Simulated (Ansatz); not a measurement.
Results of PBE (plane waves, PAW; Ansatz, an electronic-structure program) for AlB2-type MgB2.

Numerical settings: plane-wave cutoff 520 eV, 24×24×18 k mesh (along the axes of the cell as run), Fermi–Dirac smearing 0.084 eV (set by the program), scalar-relativistic PAW data made under PBE.

Computed at the level's own relaxed cell.

Elastic tensor (GPa, Voigt notation, ions relaxed):

```
  427.0    58.2    33.3     0.0     0.0     0.0
   58.2   427.0    33.3     0.0     0.0     0.0
   33.3    33.3   264.6     0.0     0.0     0.0
    0.0     0.0     0.0    71.0     0.0     0.0
    0.0     0.0     0.0     0.0    71.0     0.0
    0.0     0.0     0.0     0.0     0.0   184.4
```

Q: Work out the Voigt, Reuss and Hill averages of the bulk and shear moduli, Young's modulus and Poisson's ratio from the printed constants.

A: K_V = [C11 + C22 + C33 + 2(C12 + C13 + C23)]/9 = [1118.6 + 2 × 124.8]/9 = 152.0 GPa. G_V = [1118.6 − 124.8 + 3 × 326.4]/15 = 131.5 GPa. From the compliances S = C⁻¹, K_R = 143.2 and G_R = 108.1 GPa. Hill means: K = 147.6, G = 119.8 GPa. E = 9KG/(3K + G) = 283 GPa, ν = (3K − 2G)/(6K + 2G) = 0.18, K/G = 1.23.

The computed numbers hold no vibrational or temperature effects.
